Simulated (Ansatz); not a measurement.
# A computed series for Mn5Ge3: pressure series

Base system: Mn5Ge3 (space group P6_3/mcm, No. 193; ferromagnetic; a cell from a computed database, its experimental status unchecked).

Space group P6₃/mcm (No. 193); a = b = 7.0124 Å, c = 4.8743 Å, α = β = 90.00°, γ = 120.00°

```tsv
atom	site	symmetry	x	y	z
Mn	6g	m2m	0.2450	0.2450	0.7500
Mn	4d	3.2	0.3333	0.6667	0.0000
Ge	6g	m2m	0.3937	0.3937	0.2500
```

Cell and atoms are relaxed at each pressure.

All numbers come from PBEsol/PAW in Ansatz (an electronic-structure program), scalar-relativistic without spin-orbit coupling.

| P (GPa) | V (Å³/atom) |
|---|---|
| 0.30 | 12.946 |
| 0.70 | 12.911 |
| 1.50 | 12.843 |
| 3.01 | 12.718 |
| 5.01 | 12.561 |
| 7.51 | 12.375 |
| 10.00 | 12.198 |

Fit a third-order Birch–Murnaghan equation of state.

Least squares on P(V) = (3B₀/2)[(V₀/V)^(7/3) − (V₀/V)^(5/3)]·[1 + (3/4)(B₀′ − 4)((V₀/V)^(2/3) − 1)] gives V₀ = 12.97 Å³/atom, B₀ = 148 GPa and B₀′ = 3.1.

Other magnetic orders, which the real material may have, were not ruled out. Load acts through the strain it causes; cell and atoms are relaxed under it. Whether these cells are dynamically stable was not tested. No other phases were tried under pressure.
